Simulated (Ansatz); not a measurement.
The structure below was relaxed with Ansatz (a quantum-chemistry and plane-wave program) r2SCAN, spin-orbit coupling left out, at pressure −2 GPa.

Space group Fd-3m, origin choice 1 (No. 227); a = b = c = 5.4835 Å, α = β = γ = 90.00°

| atom | site | symmetry | x | y | z |
|---|---|---|---|---|---|
| Si | 8b | -43m | 0.5000 | 0.5000 | 0.5000 |

Q: Write out a cell with all atoms.

A: 
```
Si
1.0
    5.48347     0.00000     0.00000
    0.00000     5.48347     0.00000
    0.00000     0.00000     5.48347
Si
8
Direct
  0.00000   0.00000   0.50000
  0.25000   0.75000   0.25000
  0.00000   0.50000   0.00000
  0.25000   0.25000   0.75000
  0.50000   0.00000   0.00000
  0.75000   0.75000   0.75000
  0.50000   0.50000   0.50000
  0.75000   0.25000   0.25000
```
This is the conventional cell.

Load acts through the strain it causes; cell and atoms are relaxed under it. No phonon test of stability was made. The cell was made from Si in the diamond structure (space group Fd-3m, No. 227) by this change: pressure −2 GPa.
